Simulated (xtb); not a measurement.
xtb 6.7.1, GFN2-xTB: Si(OMe)2(OSiMe3)2 (CO[Si](OC)(O[Si](C)(C)C)O[Si](C)(C)C), 39 atoms. The geometry is a generated start, not checked to be a minimum at this level.

```
Quantity                                                                                                       Result
------------------------  -------------------------------------------------------------------------------------------
method                                                                                                       GFN2-xTB
--acc                                                                                                     1 (default)
--etemp (K)                                                                                             300 (default)
detailed input (--input)  none: ANC optimiser, Lindh (1995) Hessian, microcycle=20, maxdispl=1.0, hlow=0.01 (default)
basis functions                                                                                                   102
valence electrons                                                                                                  92
```

The structure is relaxed from this start with --opt LEVEL for the levels crude, sloppy, loose, lax, normal, tight, vtight, extreme, once each. Up to the end of the extreme run atoms move by at most 1.1 Å along an axis.

Task: Which level is enough to come within 1 meV of the tightest end point?

Result: vtight: 94 cycles against 94, ending 0.000 meV above.

```csv
level,cycles,energy above the extreme run (meV),gradient norm (eV/Å)
crude,1,23,0.093
sloppy,1,23,0.093
loose,1,23,0.093
lax,1,23,0.093
normal,21,7.8,0.030
tight,42,5.4,0.014
vtight,94,under 0.01,0.0022
extreme,94,—,0.0022
```
